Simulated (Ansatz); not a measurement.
Take ZnGeP$_{2}$ in the chalcopyrite structure (space group I-42d, No. 122; a = 5.4242 Å, c = 10.7095 Å) as the base.

Calculations: Ansatz (a first-principles code) PBEsol, no spin-orbit coupling.

Before the change:

| Quantity | Result |
|---|---|
| Gap between the host's bands | 1.07 eV |
| Gap character | indirect, Γ → M–S (33 % along) |

Now apply this change: electron doping at 7.0×10^21 cm⁻³ (1.10 per cell), with a uniform compensating background at fixed cell and a 300 K Fermi–Dirac width.

What happens to the gap between the host's bands, largest internal atomic displacement, Fermi level from band edge and gap character?

The gap between the host's bands shrinks by 0.155 eV, from 1.07 eV to 0.91 eV; the largest internal atomic displacement amounts to 0.034 Å; the Fermi level relative to the doped band's edge (positive inside the band; to 0.05 eV) amounts to +0.60 eV; the gap character remains indirect, Γ → M–S (33 % along).

Charged cell with a jellium background: band edges are those of the host's band count, energies are not comparable with the neutral cell, and many-body gap narrowing is missing. Whether these cells are dynamically stable was not tested.
